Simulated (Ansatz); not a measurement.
**What biaxial strain +0.60 %, plane normal [001], relaxed out of plane does to CsSnI3**

The reference is CsSnI$_{3}$ in the cubic perovskite structure (space group Pm-3m, No. 221; a = 6.131 Å). Axes: x, y, z lie along the cube axes.

It is then changed as follows: biaxial strain +0.60 %, plane normal [001], relaxed out of plane (Cartesian); in-plane vectors clamped, the third vector and the atoms free.

Calculations: PBEsol (Ansatz, a quantum-chemistry and plane-wave program), scalar-relativistic without spin-orbit coupling. Settings: 8×8×8 k-points, 0.05 eV Fermi–Dirac smearing.

```tsv
quantity	base	changed	shift
volume per atom	46.08 Å³	46.58 Å³	+0.50 Å³
shortest interatomic distance	3.065 Å	3.061 Å	-0.004 Å
energy relative to the base (free energy F)	0 meV/atom	+0.5 meV/atom	+0.5 meV/atom
pressure (mean of the normal stresses, compression positive)	0.00 GPa	-0.18 GPa	-0.186 GPa
band gap	0.10 eV	0.13 eV	+0.03 eV
gap character	–	direct at A	–
out-of-plane strain	–	-0.12 %	–
```

Final structure (turned so that z lies along the plane normal):

```yaml
crystal:
  lattice:
    - [6.16730, 0.00000, 0.00000]
    - [0.00000, 6.16730, 0.00000]
    - [0.00000, 0.00000, 6.12293]
  atoms:
    - { symbol: Cs, position: [0.00000, 0.00000, 0.00000] }
    - { symbol: Sn, position: [0.50000, 0.50000, 0.50000] }
    - { symbol: I, position: [0.50000, 0.00000, 0.50000] }
    - { symbol: I, position: [0.00000, 0.50000, 0.50000] }
    - { symbol: I, position: [0.50000, 0.50000, 0.00000] }
```

Cost of the whole job for the changed cell (relaxation, final SCF and bands): roughly 4 core-minutes.

Spin-orbit coupling, missing from the scalar runs, can matter with I. No phonon test of stability was made. Many cubic perovskites are stable only at high temperature; tilts and polar distortions were not tested. The zero or small gap of CsSnI3 can change with the level of theory. k-point labels follow each cell's own Brillouin zone.
